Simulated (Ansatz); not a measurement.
The reference is FePt (space group P4/mmm, No. 123; a = 2.7301 Å, c = 3.7639 Å; ferromagnetic).

All numbers come from plane-wave PAW DFT at the PBE level (Ansatz, an electronic-structure program, 420 eV), no spin-orbit coupling.

For the base:

| Item | Value |
|---|---|
| Shortest interatomic distance | 2.696 Å |
| c/a ratio | 1.379 |

It is then changed as follows: the non-magnetic state is imposed and the cell is relaxed again.

### Question
Estimate the effect on the shortest interatomic distance, energy relative to the base and c/a ratio.

### Answer
The shortest interatomic distance decreases by 0.064 Å, from 2.696 Å to 2.632 Å; the energy increases by 0.34 eV/atom (to 0.01 eV only: unlike meshes or grids); the c/a ratio increases by 0.006, from 1.379 to 1.385.

The magnetic state is the one reached from the starting moments; the real material's order can differ, and small cells can't hold many antiferromagnetic ones. Whether these cells are dynamically stable was not tested. Spin-polarised in the final run: base; the other runs are not.
